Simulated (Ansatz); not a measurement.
**Si: response to strain and stress**

The reference is Si in the diamond structure (space group Fd-3m, No. 227; a = 5.434 Å). Axes: x, y, z lie along the cube axes.

Strains are applied to the cell and any free atomic positions relax; under biaxial strain the out-of-plane vector relaxes too; under stress the whole cell relaxes.

Method: Kohn–Sham DFT with the PBEsol functional, run in Ansatz (a first-principles code) with PAW and 420 eV plane waves, spin-orbit coupling left out.

Candidates:
(a) uniaxial stress, 1 GPa tension along z
(b) uniaxial strain ε_yy = +3.91 %
(c) biaxial strain +1.30 %, plane normal [111], relaxed out of plane

Notes on the quantities. energy relative to the base: free energy F.

**Question.** Order them by energy relative to the base, lowest first.

**Answer.** (a) uniaxial stress, 1 GPa tension along z (+0.5 meV/atom), (c) biaxial strain +1.30 %, plane normal [111], relaxed out of plane (+4.5 meV/atom), (b) uniaxial strain ε_yy = +3.91 % (+15 meV/atom)

Stability under load was not tested beyond the relaxation.
